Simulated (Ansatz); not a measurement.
Take ZnS in the zinc blende structure (space group F-43m, No. 216; a = 5.357 Å) as the base.

Now apply this change: a hydrostatic pressure of 2.1 GPa.

Levels (all Ansatz, a first-principles code, PAW): PBEsol (420 eV, without spin-orbit coupling); r2SCAN (500 eV, no spin-orbit coupling); HSE06 (420 eV, no SOC).

At the geometry relaxed with PBEsol, these levels gave the following band gaps, in shuffled order: (a) 2.91 eV, (b) 3.58 eV, (c) 2.20 eV.

Match each gap to its level.

(a) r2SCAN; (b) HSE06; (c) PBEsol.

Single points use the geometry relaxed with PBEsol. Load acts through the strain it causes; cell and atoms are relaxed under it. Whether these cells are dynamically stable was not tested. Tetrahedral semiconductors of this kind turn to denser phases somewhere between about 1 and 50 GPa; those were not computed, so compressed cells here can lie past the real transition.
